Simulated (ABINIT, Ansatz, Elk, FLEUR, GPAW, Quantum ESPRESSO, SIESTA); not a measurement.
One structure in several programs: MnAu (Pm-3m, 2 atoms in the cell)

Self-consistent single point.

```xyz
2
Lattice="3.2078 0.0000 0.0000 0.0000 3.2078 0.0000 0.0000 0.0000 3.2078" Properties=species:S:1:pos:R:3 pbc="T T T"
Mn     1.6039     1.6039     1.6039
Au     0.0000     0.0000     0.0000
```
Moments meant for the start (each program seeds them in its own way; μB, in the order of the atoms Mn Au): 4.0 0.0.

Shared settings, as Ansatz (a program for electronic structure) writes them: kpoints.mp_grid.grid = 10 10 10; scf.occupations.method = fermi_dirac; scf.occupations.width = 0.05 eV. Potentials and cutoffs stand in the table.

| code | model | pressure (GPa) | size of the net moment (μB/atom) | cutoff |
|---|---|---|---|---|
| FLEUR | PBEsol, all-electron FLAPW (FLEUR), scalar-relativistic valence | – | 2.09 | Kmax 4.1 1/bohr |
| Elk | PBEsol, all-electron FP-LAPW, Elk's shipped species files, APW+lo basis with extra local orbitals | – | 2.08 | rgkmax 8 |
| GPAW | PBEsol, GPAW PAW datasets PBEsol (made by gpaw-setup) | -4.60 | 2.07 | 850 eV |
| SIESTA | GGA PBEsol, numerical atomic orbitals DZP, PseudoDojo PBEsol standard norm-conserving potentials (rewritten from UPF to PSML) | -8.53 | 2.10 | grid 400 Ry |
| ABINIT | PBEsol, norm-conserving pseudopotentials (PseudoDojo nc-sr-04 PBEsol standard) | -5.20 | 2.10 | 48 Ha |
| Ansatz | PBEsol, PAW files made with PBE | -5.60 | 2.09 | 420 eV |
| Quantum ESPRESSO | PBEsol, SSSP 1.1.2 efficiency (PBE) pseudopotentials | -5.80 | 2.10 | 60 Ry |

A dash marks a value that a program does not give, or that is left out as unsure.

On Ansatz's run: spin-orbit coupling is off. With one magnetic atom in the cell only a parallel order is possible.

The spread over the programs that give each value: pressure within 3.93 GPa; size of the net moment within 0.03 μB/atom.

SIESTA uses small atom-centred bases, whose incompleteness enters pressures, forces and empty levels differently from a plane-wave cutoff. FLEUR and Elk treat all electrons, but the usual bases taken here (sphere radii, linearisation, local orbitals, empty states) were not tested for convergence, so the values are no reference for the others. Ansatz's pressure is given at a fixed set of plane waves, as the other plane-wave codes print theirs; with its correction for the finite basis it is -5.50 GPa. In the pressure, SIESTA (by 3.13) lies more than 1 GPa from the median of the plane-wave programs.

The starting cell comes from a database of computed structures (which also holds hypothetical and non-ambient phases and stackings), without a prior relaxation at this level.

Keys are those of Ansatz 0.2.
